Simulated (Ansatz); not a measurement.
Abridged Ansatz (a first-principles code) output:

```
Pseudopotential: In, paw, valence charge 13
Pseudopotential: Bi, paw, valence charge 15
Crystal: 6 atoms, lattice volume = 166.966 Å³
Basis set: ecut = 420 eV, 3303 PW (Γ), exchange–correlation on 80×80×90 points (8 copies of the dense FFT grid, shifted against one another)
Bands: 47, of which v1, the nominal top of the filled ones, is band 41 counted from 1 (40 counted from 0)
Symmetry: 24 space group operations
k-points: 56 of 700
Functional: x = pbesol(κ = 0.804, μ = 0.12345679012345678), c = pbesol(β = 0.046)
SCF iter   1: F=—  HF=-46585.682191 eV  |F-HF|=—  |Δ(HF+E_count)|=         —  Δρ=2.76e-3  dr2=1.23e-2  ethr=1.77e-3  ⟨swp⟩=7.5  Hψ=11484  notcnv=0  defer=1
SCF iter   2: F=—  HF=-46585.676841 eV  |F-HF|=—  |Δ(HF+E_count)|=   5.35e-3  Δρ=1.05e-3  dr2=2.27e-3  ethr=1.50e-5  ⟨swp⟩=2.0  Hψ=4832  notcnv=0  defer=1
SCF 1 converged in 8 iterations: F = -46585.676136 eV  dr2 = 2.35e-10
SCF converged after 8 iterations
Free energy (F): -46585.676136 eV
Internal energy: -46585.660258 eV  (E = F + TS)
E sigma→0 (E₀):  -46585.668197 eV
Entropy (-TS):   -0.015878 eV (-2.646 meV/atom)
Fermi energy:    10.553540 eV
--- Forces (eV/Å), atoms counted from 1 ---
  atom   1  In     0.00000000    -0.00000000     0.00000000
  atom   2  In     0.00000000    -0.00000000     0.00000000
  atom   3  In    -0.00000000    -0.00000000     0.00000000
  atom   4  In     0.00000000     0.00000000     0.00000000
  atom   5  Bi    -0.00000000    -0.00000000     0.00000000
  atom   6  Bi     0.00000000     0.00000000     0.00000000
--- Stress (GPa, compression-positive) ---
        0.009111       0.000000       0.000000
        0.000000       0.009111       0.000000
        0.000000       0.000000       0.006977
  P = ⅓ Tr σ = 0.0084 GPa (0.084 kbar)
```

### Question
What was computed, and what are the main results?

### Answer
In2Bi, 6 atoms in the cell, with PBEsol (Ansatz), spin-orbit coupling left out. The last SCF converged to F = -46585.676136 eV, or -7764.2794 eV per atom, at a pressure of 0.01 GPa. The total energy compares only with runs of the same code, potentials and settings.

No phonon test of stability was made. The cell is In2Bi (space group P6_3/mmc, No. 194).
